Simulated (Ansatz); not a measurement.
A computed series for Sn4Pt: pressure series

The parent structure is Sn4Pt (space group Ccce, No. 68; a = 6.424 Å, b = 11.406 Å, c = 6.409 Å).

Cell and atoms are relaxed at each pressure.

The values are results of PBEsol (Ansatz, a program for electronic structure, PAW, spin-orbit coupling left out), not measurements.

| P (GPa) | V (Å³/atom) |
|---|---|
| -2.00 | 24.194 |
| -1.00 | 23.817 |
| 0.30 | 23.382 |
| 0.70 | 23.258 |
| 1.50 | 23.021 |
| 3.01 | 22.618 |
| 5.00 | 22.144 |
| 7.50 | 21.626 |
| 10.00 | 21.171 |

A third-order Birch–Murnaghan fit to these points gives V₀ = 23.48 Å³/atom, B₀ = 73 GPa and B₀′ = 5.6. At pressure 10 GPa the volume is 90.2 % of V₀.

Load acts through the strain it causes; cell and atoms are relaxed under it. No phonon test of stability was made. Competing high-pressure phases were not computed. The final runs are not spin-polarised.
